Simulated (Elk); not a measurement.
Worked example: self-consistent single point of MnS (Fm-3m, 2 atoms in the cell) in Elk

Computed with Elk with PBE, all-electron FP-LAPW, Elk's shipped species files, default APW+lo basis.

This input was run:

```
tasks
  0

xctype
  20

spinpol
  .true.

reducebf
  0.5

rgkmax
  7.0

stype
  0

swidth
  0.00734986

scale
  1.889726125

avec
    0.0000000000    2.4802500000    2.4802500000
    2.4802500000    0.0000000000    2.4802500000
    2.4802500000    2.4802500000    0.0000000000

atoms
  2   : nspecies
  'S.in'   : spfname
  1   : natoms; atposl, bfcmt below
  0.0000000000  0.0000000000  0.0000000000    0.0 0.0 0.0
  'Mn.in'   : spfname
  1   : natoms; atposl, bfcmt below
  0.5000000000  0.5000000000  0.5000000000    0.0 0.0 -2.0

ngridk
  9 9 9
```

Output (repeated stretches shortened):

```
│ Elk code version 10.2.4 │

All units are atomic (Hartree, Bohr, etc.)

│ Ground-state run starting from atomic densities │

Lattice vectors :
   0.000000000       4.686993222       4.686993222
   4.686993222       0.000000000       4.686993222
   4.686993222       4.686993222       0.000000000

Unit cell volume      :    205.9268480
Brillouin zone volume :    1.204554996

Muffin-tin inner radius fraction :   0.1000000000E-01

Nuclei treated as point charges

Species :    1 (S)
 parameters loaded from : S.in
 name : sulphur
 nuclear charge    :   -16.00000000
 electronic charge :    16.00000000
 atomic mass :    58450.91926
 muffin-tin radius :    2.200000000
 number of radial points in muffin-tin :    397
 atomic positions (lattice), magnetic fields (Cartesian) :
   1 :   0.00000000  0.00000000  0.00000000    0.00000000  0.00000000  0.00000000

Species :    2 (Mn)
 parameters loaded from : Mn.in
 name : manganese
 nuclear charge    :   -25.00000000
 electronic charge :    25.00000000
 atomic mass :    100145.9369
 muffin-tin radius :    2.400000000
 number of radial points in muffin-tin :    497
 atomic positions (lattice), magnetic fields (Cartesian) :
   1 :   0.50000000  0.50000000  0.50000000    0.00000000  0.00000000 -2.00000000

Total number of atoms per unit cell :    2

Spin treatment :
 spin-polarised
 global magnetic field (Cartesian) :    0.000000000       0.000000000       0.000000000
 collinear magnetisation in z-direction

Number of Bravais lattice symmetries :   48
Number of crystal symmetries         :   48
Crystal has inversion symmetry
Real symmetric eigensolver will be used

k-point grid :      9     9     9
k-point offset :    0.000000000       0.000000000       0.000000000
k-point set is reduced with full crystal symmetry group
Total number of k-points :       35

Muffin-tin radius times maximum |G+k| :    7.000000000
 using average radius
   [... lines left out ...]
Maximum |G| for potential and density :    12.00000000
 potential will be trimmed for |G| > 2 gkmax
Constant for pseudocharge density :    7
Radial integration step length :    4

G-vector grid sizes :     27    27    27
Number of G-vectors :     5985

Maximum angular momentum used for
 APW functions                      :    8
 outer part of muffin-tin           :    6
 inner part of muffin-tin           :    1

Total nuclear charge    :   -41.00000000
Total core charge       :    20.00000000
Total valence charge    :    21.00000000
Total excess charge     :    0.000000000
Total electronic charge :    41.00000000

Effective Wigner radius, rₛ :    1.062380691

Number of empty states         :    8
Total number of valence states :   38
Total number of core states    :   20

Total number of local-orbitals :   23

Exchange-correlation functional :     20     0     0
 Perdew-Burke-Ernzerhof, Phys. Rev. Lett. 77, 3865 (1996)
 gradient requirement :    1
 generalised gradient approximation (GGA)

Smearing type :    0
 Gaussian
Smearing width :   0.7349860000E-02
Effective electronic temperature (K) :    2320.902224

Mixing type :    3
 Broyden mixing, J. Phys. A: Math. Gen. 17, L317 (1984)

Kohn-Sham potential initialised from atomic data
│ Self-consistent loop started │
│ Loop number : 1 │
 total energy                :     -1564.03156889
 total moment                :    3.734587661
│ Loop number : 2 │
 total energy                :     -1564.13995706
 total moment                :    3.740273833
RMS change in Kohn-Sham potential (target) :    1.781208751     (  0.1000000000E-05)
Absolute change in total energy (target)   :   0.1083881754     (  0.1000000000E-03)
│ Loop number : 3 │
 total energy                :     -1565.09800131
 total moment                :  -0.6192903577
RMS change in Kohn-Sham potential (target) :    1.091100565     (  0.1000000000E-05)
Absolute change in total energy (target)   :   0.9851412916     (  0.1000000000E-03)
│ Loop number : 4 │
 total energy                :     -1556.16800151
 total moment                :   -3.858067605
RMS change in Kohn-Sham potential (target) :   0.5550046469     (  0.1000000000E-05)
Absolute change in total energy (target)   :    8.683714479     (  0.1000000000E-03)
│ Loop number : 5 │
 total energy                :     -1558.02505994
   [... lines left out ...]
 total moment                :   -4.067267361
RMS change in Kohn-Sham potential (target) :   0.6661781061E-05 (  0.1000000000E-05)
Absolute change in total energy (target)   :   0.8676350146E-03 (  0.1000000000E-03)
│ Loop number : 16 │
 total energy                :     -1557.98034104
 total moment                :   -4.067085510
RMS change in Kohn-Sham potential (target) :   0.3175539514E-05 (  0.1000000000E-05)
Absolute change in total energy (target)   :   0.3228141688E-03 (  0.1000000000E-03)
│ Loop number : 17 │
 total energy                :     -1557.98039247
 total moment                :   -4.067167777
RMS change in Kohn-Sham potential (target) :   0.1870640485E-05 (  0.1000000000E-05)
Absolute change in total energy (target)   :   0.2927443711E-04 (  0.1000000000E-03)
│ Loop number : 18 │
 total energy                :     -1557.98035369
 total moment                :   -4.067151567
RMS change in Kohn-Sham potential (target) :   0.3129164756E-06 (  0.1000000000E-05)
Absolute change in total energy (target)   :   0.4609837902E-04 (  0.1000000000E-03)
Convergence targets achieved

│ Loop number : 19 │

Energies :
 Fermi                       :     0.292418429771
 sum of eigenvalues          :     -895.957456383
 electron kinetic            :      1573.91296031
 core electron kinetic       :      1441.66432338
 Coulomb                     :     -3053.75470440
 Coulomb potential           :     -2368.69244230
 nuclear-nuclear             :     -211.313418146
 electron-nuclear            :     -3316.19013020
 Hartree                     :      473.748843949
 Madelung                    :     -1869.40848325
 xc potential                :     -100.918147606
 xc effective B-field        :    -0.258628353340
 external B-field            :      0.00000000000
 exchange                    :     -76.3946712201
 correlation                 :     -1.74393649643
 total energy                :     -1557.98035180
 (external B-field energy excluded from total)

Density of states at Fermi energy :    35.43087045
 (states/Hartree/unit cell)

Estimated indirect band gap :   0.1159705999E-02
 from k-point     32 to k-point      8
Estimated direct band gap   :   0.6095800202E-02
 at k-point      2

Charges :
 core                        :    20.00000000
 valence                     :    21.00000000
 interstitial                :    2.654280473
 muffin-tins (core leakage)
  species :    1 (S)
   atom    1                 :    14.61853876     (  0.6992079593E-04)
  species :    2 (Mn)
   atom    1                 :    23.72718076     (  0.5632827538E-11)
 total in muffin-tins        :    38.34571953
 total calculated charge     :    40.99531762
 total charge                :    41.00000000
 error                       :   0.4682377681E-02

Moments :
 interstitial                :  -0.1995801173
 muffin-tins
  species :    1 (S)
   atom    1                 :  -0.9891354517E-01
  species :    2 (Mn)
   atom    1                 :   -3.768655560
 total in muffin-tins        :   -3.867569105
 total moment                :   -4.067149222

│ Self-consistent loop stopped │
```

The run converged in 19 iterations. The count includes the last loop, which Elk runs after its targets are met.

The starting cell was generated: these elements placed on a structure prototype, without a prior relaxation; it need not be a known phase or ordering of this composition. Its lattice was rescaled by a random factor within 2.5 % of one. With one magnetic atom in the cell only a parallel order is possible. Values depend on the basis (sphere radii, cutoffs, local orbitals), which need not be converged. The log's line on a gap gives a spacing of levels on this mesh, which the program prints for metals too.
